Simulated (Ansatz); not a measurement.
Voigt–Reuss–Hill shear modulus of L1₂ (Cu3Au-type) Pt3Ti at several levels of theory

No measured value is used here.

**Question.** Put these levels in order of the Voigt–Reuss–Hill shear modulus that they give for L1₂ (Cu3Au-type) Pt3Ti, smallest first: LDA (Ansatz, a program for electronic structure), PBE (Ansatz), PBEsol (Ansatz), r²SCAN (Ansatz).

**Answer.** PBE (112 GPa), r²SCAN (120 GPa), PBEsol (126 GPa), LDA (132 GPa)

Unless a cell is named, each level is at its own relaxed cell (LDA 14.53, PBE 15.38, PBEsol 14.82, r²SCAN 15.07 Å³/atom).

The crystal itself was run without spin with r²SCAN; a magnetic state was not tried in these runs. Density-functional levels without +SOC have no spin–orbit coupling. Each level is taken at its own relaxed cell. Cutoffs differ between the levels. Ansatz's density-functional and Hartree–Fock values are scalar-relativistic unless marked +SOC, with PAW data made under PBE.
